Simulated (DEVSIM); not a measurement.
Simulated with DEVSIM: 1D drift-diffusion, Boltzmann statistics, complete ionisation; no tunnelling, impact ionisation, image-force lowering or self-heating. Metal contacts follow the ideal Schottky-Mott rule: no Fermi-level pinning, no interface dipoles.

Structure: Schottky contact on n-type β-Ga2O3, at 400 K.

| layer (left to right) | material | thickness (μm) | Nd (cm⁻³) | τn (s) | τp (s) |
|---|---|---|---|---|---|
| 1 | β-Ga2O3 | 14.0 | 1.5e17 | 4.2e-10 | 4.2e-10 |
| 2 | β-Ga2O3 | 1.30 | 9.7e17 | 4.2e-10 | 4.2e-10 |

Left contact: Schottky, work function 5.63 eV, emission velocity 5.4e6 cm/s. Right contact: ohmic. Voltage is applied to the left contact. Recombination: SRH at mid-gap, radiative. Mobility is μmin + (μ − μmin)/(1 + (N/Nref)^α).

This is a model device: material constants are rounded textbook-type values typed into the input, and sizes, dopings and lifetimes were drawn at random. Values at 300 K; Nc and Nv go as T^1.5, mobilities as T to minus their exponent, the gap by Varshni's rule with the affinity fixed. The table also holds parameters that only a changed run uses.

```csv
parameter,β-Ga2O3
gap (eV),4.8
affinity (eV),4
permittivity,10
Nc (cm⁻³),3.7e18
Nv (cm⁻³),5e20
μn (cm²/Vs),160
μp (cm²/Vs),1
"μn,min",20
"μp,min",0.1
"Nref,n",1e18
"Nref,p",1e18
αn,0.8
αp,0.8
T exponent of μn,1.8
T exponent of μp,1.5
B (cm³/s),1e-12
Cn (cm⁶/s),1e-31
Cp (cm⁶/s),1e-31
Varshni α (eV/K),0.0004
Varshni β (K),600
```

One input was changed, with this effect: dark forward voltage at 100 A/cm² 1.349 → 1.355 V; dark forward voltage at 1 A/cm² little changed (1.114 V).

Question: Which change was it?
(A) thickness of layer 1 14 → 2.8 μm
(B) constant mobility in place of the doping-dependent one
(C) minority lifetime in layer 2 4.2e-10 → 4.2e-09 s
(D) thickness of layer 2 1.3 → 6.5 μm
(E) doping Nd of layer 1 1.5e+17 → 1.5e+18 cm^-3
(F) Auger recombination switched on

Answer: D, thickness of layer 2 1.3 → 6.5 μm
